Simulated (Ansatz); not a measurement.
Start from SnO in the litharge type structure (space group P4/nmm, No. 129; a = 3.837 Å, c = 4.759 Å; layered, stacked along the Cartesian z axis).

Levels (all Ansatz, a program for electronic structure, PAW): PBE-D3(BJ) (420 eV, spin-orbit coupling left out); r2SCAN (500 eV, spin-orbit coupling left out); PBE+SOC (420 eV, spin-orbit coupling included).

Levels that relaxed their own cell: PBE-D3(BJ).

```
level       band gap
----------  --------
PBE-D3(BJ)      zero
r2SCAN       0.11 eV
PBE+SOC         zero
```

Measured: band gap 0.7 eV (temperature not stated; as listed in David Waroquiers et al., Physical Review B (2013)).

Computed minus measured — band gap: PBE-D3(BJ) -0.70 eV, r2SCAN -0.59 eV, PBE+SOC -0.70 eV (closest: r2SCAN). Measured values not marked as corrected hold thermal and zero-point effects that the static-lattice runs lack. A measured gap can be an optical one, lowered by exciton binding. Levels without spin-orbit coupling miss its effect on the gap.

Single points use the geometry relaxed with PBE-D3(BJ). Differences between runs with and without spin-orbit coupling are approximate. Stability against distortions was not tested. The runs without spin-orbit coupling are not spin-polarised. The zero or small gap of SnO can change with the level of theory.
